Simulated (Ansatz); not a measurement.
## AlN: response to strain

Base system: AlN in the wurtzite structure (space group P6_3mc, No. 186; a = 3.089 Å, c = 4.943 Å). Axes: x lies along a and z along c of the hexagonal cell.

Strains are applied to the cell and any free atomic positions relax; under biaxial strain the out-of-plane vector relaxes too.

Method: LDA (Ansatz, an electronic-structure program), scalar-relativistic without spin-orbit coupling.

| biaxial strain, plane normal [001], relaxed out of plane (%) | out-of-plane strain (%) |
|---|---|
| -3 | 1.70 |
| -2.4 | 1.37 |
| -1.8 | 1.04 |
| -1.2 | 0.70 |
| -0.6 | ? |
| 0 | 0.00 |

### Question
Fit ε⊥ = −νε + γε² (strains in %) to the rows shown and predict the withheld row.

### Answer
Least squares on the printed values gives ν = 0.59 (the biaxial Poisson response) and γ = -0.009 (largest residual 0.00 %); this predicts 0.35 %, and the run gives 0.36 %, in agreement.

Whether these cells are dynamically stable was not tested.
